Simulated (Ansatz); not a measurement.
For HfO2 (model structure, started from the CdI2 type, P-3m1, No. 164, 3 atoms in the cell), LDA (plane waves, PAW; Ansatz, a program for electronic structure) gives:

| Property | Result |
|---|---|
| lattice constant a | 3.197 Å |
| c axis length | 4.572 Å |
| bulk modulus B0 | 24.3 GPa |
| cohesive energy | 8.59 eV/atom |
| band gap | 4.42 eV |

Q: What does r²SCAN in Ansatz (PAW) give for the same quantities?

A: 
- lattice constant a: 3.233 Å (goes up by 1.1 %)
- lattice parameter c: 4.828 Å (grows by 5.6 %)
- bulk modulus: 15.3 GPa (shrinks by 37 %)
- cohesive energy: 7.52 eV/atom (decreases by 1.07 eV/atom)
- band gap: 5.14 eV (rises by 0.72 eV)

Changes are worked out from the printed values.

Unless a cell is named, each level is at its own relaxed cell (LDA 13.49, r²SCAN 14.57 Å³/atom).

Levels without +SOC leave out spin–orbit coupling, which shifts energies and cells of such heavy elements.

Spin–orbit coupling is included only where a level's name says +SOC; with heavier elements it mostly lowers gaps and can invert bands. Density-functional gaps are differences of (generalised) Kohn–Sham levels.

Caveats: the bulk modulus is −V dP/dV from two relaxed cells at ±2 % in volume (LDA, r²SCAN). Ansatz's density-functional and Hartree–Fock values are scalar-relativistic unless marked +SOC, with PAW data made under PBE.

A model structure was made by putting elements into a prototype or built by hand; it is no filed structure, need not be a known phase, and can be a saddle point held by its symmetry.
